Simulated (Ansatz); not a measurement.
Given:

```xyz
2
Lattice="3.5659 0.0000 0.0000 1.7829 3.0882 0.0000 1.7829 -1.0294 2.9300" Properties=species:S:1:pos:R:3 pbc="T T T"
Li     0.0000     0.0000     0.0000
Cl     1.7829     1.0294     1.4650
```

No spin polarisation.

Method: PBEsol in Ansatz (plane waves to 420 eV, PAW, without spin-orbit coupling). k-mesh 11×11×11 (Γ-centred); smearing 0.05 eV (Fermi–Dirac).

### Question
Predict the electron mass, in-plane stress and band gap.

### Answer
* **Electron mass**: 0.46 mₑ (at Γ)
* **Mean in-plane stress (compression positive)**: +0.3 GPa
* **Band gap**: 6.37 eV

The cells carry an imposed strain or load. Effective masses come from finite differences of ±0.01 Å⁻¹. Stability against distortions was not tested. The cell was made from LiCl in the rock salt structure (space group Fm-3m, No. 225) by this change: biaxial strain −0.42 %, plane normal [111], relaxed out of plane.

Ansatz is a first-principles code.
